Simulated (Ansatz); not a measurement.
The reference is TiSi2 (space group Fddd, No. 70; a = 4.780 Å, b = 8.232 Å, c = 8.522 Å). Axes: x, y, z lie along a, b, c of the conventional cell.

Structures relaxed with r2SCAN/PAW in Ansatz (a first-principles code), without spin-orbit coupling, earlier PAW set.

Base:

Simulated powder pattern, Cu Kα1, λ = 1.54056 Å (kinematic, ideal powder, no thermal factors, no anomalous dispersion; the 8 strongest lines at most, above 2 %, up to 2θ = 90°):

```
2θ (°)  I/Imax (%)    hkl
------  ----------  -----
39.27          100  (131)
42.39           40  (004)
43.37           74  (202)
49.95           48  (133)
67.54           18  (135)
68.98           17  (331)
72.29           15  (062)
76.82           12  (333)
```

After one change:

Simulated powder pattern, Cu Kα1, λ = 1.54056 Å (kinematic, ideal powder, no thermal factors, no anomalous dispersion; the 8 strongest lines at most, above 2 %, up to 2θ = 90°):

| 2θ (°) | I/Imax (%) |
|---|---|
| 40.39 | 100 |
| 42.04 | 44 |
| 44.33 | 76 |
| 50.73 | 49 |
| 67.94 | 20 |
| 71.28 | 17 |
| 74.52 | 15 |
| 78.43 | 13 |

Which of these changes matches the shifts?
A) biaxial strain −2.91 %, plane normal [001], relaxed out of plane
B) uniaxial strain ε_zz = +1.07 %
C) uniaxial strain ε_yy = −1.61 %
D) isotropic strain −5.29 %

A, biaxial strain −2.91 %, plane normal [001], relaxed out of plane. Its volume per atom is 13.28 Å³ against 13.97 Å³, and its space group is Fddd (No. 70).

Stability against distortions was not tested. The final runs are not spin-polarised.
